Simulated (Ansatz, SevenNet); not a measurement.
For corundum Ga₂O₃ (metastable phase), the machine-learned potential SevenNet-l3i5 (trained on PBE and PBE+U data) gives:

- equilibrium lattice constant a = 5.060 Å
- c axis length = 13.620 Å
- bulk modulus B0 = 200 GPa
- elastic constant C11 = 347 GPa
- elastic constant C44 = 67.0 GPa
- Voigt–Reuss–Hill shear modulus = 82.8 GPa

What does r²SCAN (plane waves, PAW; Ansatz, a quantum-chemistry and plane-wave program) give for the same quantities?


- lattice constant a: 4.984 Å (shrinks by 1.5 %)
- lattice parameter c: 13.441 Å (shrinks by 1.3 %)
- bulk modulus: 234 GPa (increases by 17 %)
- elastic constant C11: 412 GPa (grows by 19 %)
- elastic constant C44: 87.6 GPa (goes up by 31 %)
- Voigt–Reuss–Hill shear modulus: 104 GPa (increases by 26 %)

For comparison: lattice constant a 4.982 Å (measured, temperature not stated, no zero-point or thermal correction; as tabulated in Marezio, Remeika, J. Chem. Phys. 46, 1862 (1967) (COD 1538347)); lattice parameter c 13.433 Å (measured, temperature not stated, not corrected to a static lattice; as tabulated in Marezio, Remeika, J. Chem. Phys. 46, 1862 (1967) (COD 1538347)); bulk modulus 220 ± 9 GPa (measured, room temperature, not corrected to a static lattice, equation of state from high-pressure X-ray diffraction, sources range from 220 to 252; as tabulated in Phys. Rev. B 77, 094123 (2008), gallium oxide under pressure (UNLV record)).

Changes are worked out from the printed values.

Unless a cell is named, each level is at its own relaxed cell (SevenNet-l3i5 10.07, r²SCAN 9.64 Å³/atom).

Ansatz's density-functional and Hartree–Fock values are scalar-relativistic unless marked +SOC, with PAW data made under PBE.
